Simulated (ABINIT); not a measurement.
**A short convergence ladder for AlFe3 (P4mm, 4 atoms in the cell)**

```xyz
4
Lattice="3.6211 0.0000 0.0000 0.0000 3.6211 0.0000 0.0000 0.0000 3.6211" Properties=species:S:1:pos:R:3 pbc="T T T"
Al     0.0000     0.0000     0.0500
Fe     0.0000     1.8105     1.8105
Fe     1.8105     0.0000     1.8105
Fe     1.8105     1.8105     0.0000
```
Moments meant for the start (each program seeds them in its own way; μB, in the order of the atoms Al Fe Fe Fe): 0.0 4.0 4.0 4.0.

Base method: PBEsol, norm-conserving pseudopotentials (PseudoDojo nc-sr-04 PBEsol standard) (plane waves; ABINIT).

Base settings: pseudos = [Al.upf, Fe.upf]; ecut = 45 Ha; nsppol = 2; occopt = 3; tsmear = 0.00367493 Ha; ngkpt = 3 3 3; nshiftk = 1; shiftk = 0 0 0; potentials = PseudoDojo nc-sr-04 PBEsol standard; nband = 41.

The count of work is k-points × plane waves × bands × iterations; it is no time. Core times come from one kind of shared machine, to one figure; runs under 30 s give none.

**The plane-wave cutoff**

The second cell is the first with its lattice scaled by 0.98.

The mesh stays at the base's, so the ladder's end is converged at best in this setting alone.

Only quantities that move along the ladder and can be compared are tabulated.

The magnetic state is not the same in all runs (site moments differ, or a search went on to a lower state), so steps between rows are not convergence errors alone.

| ecut | free energy less the last step's (meV/atom) | energy of the compressed cell less the first (meV/atom) | pressure (GPa) | largest difference of a force vector from the last step's (eV/Å) | net moment (μB/atom) | count of work / last | core time / last (rough) |
|---|---|---|---|---|---|---|---|
| 16 Ha | 54708.67 | 499.01 | -1587.94 | 0.081 | 1.140 | 0.19 | 0.3 |
| 20 Ha | 23888.65 | -247.46 | -980.93 | 0.057 | 1.509 | 0.30 | 0.4 |
| 40 Ha | 15.10 | -5.77 | -8.47 | 0.001 | 1.558 | 0.80 | 1 |
| 45 Ha | 0.00 | -5.31 | -5.07 | 0.000 | 1.556 | 1.0 | 1 |

Coarsest ecut that holds the energy of the compressed cell less the first within 1 meV/atom of the last step, with all finer ones: 40 Ha; the step before is off by 240 meV/atom.

Coarsest ecut that holds the forces within 0.02 eV/Å of the last step, with all finer ones: 40 Ha; the step before is off by 0.057 eV/Å.

Coarsest ecut that holds the net moment within 0.01 μB/atom of the last step, with all finer ones: 40 Ha; the step before is off by 0.047 μB/atom.

At the lowest cutoff the pressure lies 1580 GPa under the last step's, the usual sign of Pulay stress in an incomplete plane-wave basis.

On the base run: the starting cell comes from a database of computed structures (which also holds hypothetical and non-ambient phases and stackings), without a prior relaxation at this level. Its lattice was rescaled by up to half a per cent. One atom was moved a little off its site on purpose. The magnetic order is the one reached from the typed start; others were not searched systematically. In the base run, with a pressure of about -5 GPa the cell is away from its equilibrium volume at this level. Without a gap this mesh is coarse (it stands for a supercell whose shortest vector is 11 Å).
